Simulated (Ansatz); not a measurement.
FeGe (space group C2/m, No. 12; ferromagnetic; a cell from a computed database, its experimental status unchecked)

```
FeGe
1.0
    5.82581    -1.92711     0.00000
    5.82581     1.92711     0.00000
   -1.13699     0.00000     4.68779
Fe Ge
4 4
Direct
  0.00000   0.00000   0.00000
  0.00000   0.00000   0.50000
  0.79489   0.79489   0.64280
  0.20511   0.20511   0.35720
  0.18439   0.18439   0.84212
  0.81561   0.81561   0.15788
  0.42893   0.42893   0.70051
  0.57107   0.57107   0.29949
```

Level of theory: PBEsol (Ansatz, an electronic-structure program), no spin-orbit coupling, earlier PAW set. k-mesh 10×10×8 (Γ-centred); smearing 0.05 eV (Fermi–Dirac).

| Quantity | Result |
|---|---|
| Volume per atom | 13.16 Å³ |
| Density | 8.11 g/cm³ |
| Band gap | zero |
| Magnetic state | ferromagnetic |
| Total energy | -4351.357 eV/atom (σ→0; compares only within this code and set-up) |

Other magnetic orders, which the real material may have, were not ruled out. Whether these cells are dynamically stable was not tested.
